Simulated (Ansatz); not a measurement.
Take AlRu in the CsCl type structure (space group Pm-3m, No. 221; a = 2.9770 Å; relaxed with 0.1 eV smearing) as the base.

Method: PBEsol (Ansatz, a program for electronic structure), no spin-orbit coupling.

Before the change:

```
Quantity   Result
--------  -------
Pressure  0.0 GPa
```

Modification: an isotropic linear strain of −3.00 %; the atoms relax in the strained cell.

Estimate the effect on the energy relative to the base.

The energy goes up by 81 meV/atom.

What does the calculation give for the pressure after the change?

The pressure goes from zero to 24.4 GPa.

Stability against distortions was not tested. The final runs are not spin-polarised.
